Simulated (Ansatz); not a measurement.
System: ScPt3N (model structure, started from the Ni3MgC type, Pm-3m, No. 221, 5 atoms in the cell). Method: LDA in Ansatz (plane waves, PAW).

Settings: plane-wave cutoff 520 eV, 14×14×14 k mesh, Fermi–Dirac smearing 0.05 eV, scalar-relativistic PAW data made under PBE.

Cell (relaxed at this level):

```
CELL_PARAMETERS angstrom
      4.15380     0.00000     0.00000
      0.00000     4.15380     0.00000
      0.00000     0.00000     4.15380
ATOMIC_POSITIONS crystal
  Sc 0.00000 0.00000 0.00000
  Pt 0.00000 0.50000 0.50000
  Pt 0.50000 0.00000 0.50000
  Pt 0.50000 0.50000 0.00000
  N  0.50000 0.50000 0.50000
```

### Question
Give the computed bulk modulus.

### Answer

- bulk modulus = 226 GPa

The run finds no gap.

Note: the bulk modulus is −V dP/dV from two relaxed cells at ±2 % in volume; the relaxation could raise the start's symmetry but not lower it, so the cell can be a saddle point.

Spin–orbit coupling is not included; it can open a gap where bands touch, and shift volumes and moduli.

The computed numbers hold no vibrational or temperature effects.

A model structure was made by putting elements into a prototype or built by hand; it is no filed structure, need not be a known phase, and can be a saddle point held by its symmetry.

Ansatz is an electronic-structure program.
